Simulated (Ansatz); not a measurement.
# A computed series for ZnAu: response to strain

The reference is ZnAu in the CsCl type structure (space group Pm-3m, No. 221; a = 3.129 Å; relaxed with 0.1 eV smearing).

Strains are applied to the cell and any free atomic positions relax.

The values are results of Kohn–Sham DFT with the PBEsol functional, run in Ansatz (a first-principles code) with PAW and 420 eV plane waves, no spin-orbit coupling, not measurements.

```json
[
 {"isotropic strain (%)": "-3", "pressure (GPa)": "16.7"},
 {"isotropic strain (%)": "-2", "pressure (GPa)": "?"},
 {"isotropic strain (%)": "-1", "pressure (GPa)": "4.7"},
 {"isotropic strain (%)": "-0.5", "pressure (GPa)": "2.2"},
 {"isotropic strain (%)": "0", "pressure (GPa)": "0.0"},
 {"isotropic strain (%)": "1", "pressure (GPa)": "-3.9"},
 {"isotropic strain (%)": "2", "pressure (GPa)": "-7.2"},
 {"isotropic strain (%)": "2.5", "pressure (GPa)": "-8.6"},
 {"isotropic strain (%)": "3", "pressure (GPa)": "-9.9"}
]
```

Q: Fit P = P₀ − Bδ + Cδ² with δ = (1 + ε)³ − 1 to the rows shown and predict the withheld row.

A: Least squares on the printed values gives P₀ = 0.0 GPa, B = 149 GPa, C = 473 GPa (largest residual 0.2 GPa); this predicts 10.4 GPa, and the run gives 10.2 GPa, 0.2 lower.

Whether these cells are dynamically stable was not tested.
